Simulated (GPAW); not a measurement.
A self-consistent single point of SiMo3 (Pm-3n, 8 atoms in the cell) with GPAW.

Method: LDA (Perdew-Wang 92), GPAW PAW datasets LDA (gpaw-data 1.0.1) (plane waves; GPAW 25.7.0).

```yaml
crystal:
  lattice:
    - [4.81440, 0.00000, 0.00000]
    - [0.00000, 4.81440, 0.00000]
    - [0.00000, 0.00000, 4.81440]
  atoms:
    - { symbol: Si, position: [0.50000, 0.50000, 0.50000] }
    - { symbol: Si, position: [0.00000, 0.00000, 0.00000] }
    - { symbol: Mo, position: [0.00000, 0.50000, 0.25000] }
    - { symbol: Mo, position: [0.00000, 0.50000, 0.75000] }
    - { symbol: Mo, position: [0.25000, 0.00000, 0.50000] }
    - { symbol: Mo, position: [0.75000, 0.00000, 0.50000] }
    - { symbol: Mo, position: [0.50000, 0.25000, 0.00000] }
    - { symbol: Mo, position: [0.50000, 0.75000, 0.00000] }
```

Reference input (self-consistent single point, DFT PBE, plane waves, GPAW PAW datasets PBE (gpaw-data 1.0.1)): mode = pw; ecut = 550 eV; xc = PBE; kpts = 5 5 5; mesh shift (steps) = 0 0 0; occupations.name = fermi-dirac; occupations.width = 0.1 eV; nbands = -16; convergence.density = 1e-05 e/electron; convergence.energy = 1e-05 eV/electron; symmetry.symmorphic = false; symmetry.tolerance = 0.0005. This run's input differs from it in these lines:

```diff
@@ -19,3 +19,3 @@
 calc = GPAW(mode=PW(550),
-            xc='PBE',
+            xc='LDA',
             kpts=(5, 5, 5),
```

Its files differ too (potentials: GPAW PAW datasets LDA (gpaw-data 1.0.1)).

Output, abridged:

```
     iter     time        total  log10-change:
                         energy   eigst   dens
iter:   1 --:--:--   -94.895477
iter:   2 --:--:--   -94.522017   -0.38  -1.20
iter:   3 --:--:--   -90.442012   -0.30  -1.22
iter:   4 --:--:--   -90.474779   -1.48  -1.66
iter:   5 --:--:--   -90.970161   -0.80  -1.70
   [... 6 lines left out ...]
iter:  12 --:--:--   -90.129554   -2.20  -1.92
iter:  13 --:--:--   -90.122868   -2.31  -2.59
iter:  14 --:--:--   -90.114696   -3.41  -2.71
iter:  15 --:--:--   -90.114514   -4.97  -3.31
iter:  16 --:--:--   -90.114049c  -4.48  -3.32
iter:  17 --:--:--   -90.128817   -2.96  -3.49
   [... lines left out ...]
iter:  22 --:--:--   -90.114083c  -4.59  -3.31
iter:  23 --:--:--   -90.114087c  -5.83  -4.00
iter:  24 --:--:--   -90.114139c  -5.20  -4.03
   [... 7 lines left out ...]
iter:  32 --:--:--   -90.114085c  -6.52  -4.52
iter:  33 --:--:--   -90.114088c  -7.39  -4.54
iter:  34 --:--:--   -90.114084c  -6.91  -4.66
iter:  35 --:--:--   -90.114086c  -7.21  -4.63
iter:  36 --:--:--   -90.114085c  -9.11c -4.81
iter:  37 --:--:--   -90.114084c  -8.42c -4.85
iter:  38 --:--:--   -90.114084c  -8.90c -4.94
iter:  39 --:--:--   -90.114082c  -6.73  -4.98
iter:  40 --:--:--   -90.114083c  -7.29  -4.61
iter:  41 --:--:--   -90.114083c  -7.76c -5.13c
Converged after 41 iterations.

Dipole moment: (-0.000010, -0.000010, -0.000010) |e|*Ang

Energy contributions relative to reference atoms: (reference = -675836.304592)

Kinetic:        -30.408145
Potential:      +11.798188
External:        +0.000000
XC:             -69.671876
Entropy (-ST):   -0.097954
Local:           -1.783273
SIC:             +0.000000
--------------------------
Free energy:    -90.163060
Extrapolated:   -90.114083

Showing only first 2 kpts
 Kpt  Band  Eigenvalues  Occupancy
  0    44     15.13456    0.00000
  0    45     15.13456    0.00000
  0    46     15.13456    0.00000
  0    47     16.10462    0.00000

  1    44     14.47000    0.00350
  1    45     14.89328    0.00005
  1    46     14.89328    0.00005
  1    47     15.79329    0.00000

Fermi level: 13.83526

No gap
   [... lines left out ...]
  2 Mo    0.00000    0.00000    0.00000
  3 Mo    0.00000    0.00000    0.00000
  4 Mo    0.00000    0.00000    0.00000
  5 Mo   -0.00000    0.00000    0.00000
  6 Mo    0.00000    0.00000    0.00000
  7 Mo    0.00000    0.00000    0.00000

Stress tensor:
    -0.012215     0.000000     0.000000
     0.000000    -0.012215     0.000000
     0.000000     0.000000    -0.012215
Stress (GPa, Voigt): [-1.957 -1.957 -1.957  0.     0.     0.   ]
```

The run converged in 41 iterations. GPAW prints stress with tension positive. Against the reference run the pressure goes from 15.09 to 1.96 GPa.

The starting cell comes from a database of computed structures (which also holds hypothetical and non-ambient phases and stackings), without a prior relaxation at this level. Its lattice was rescaled by a random factor within 2.5 % of one. Spin polarisation is off.

Cost on one core of a shared machine: roughly 90 s.
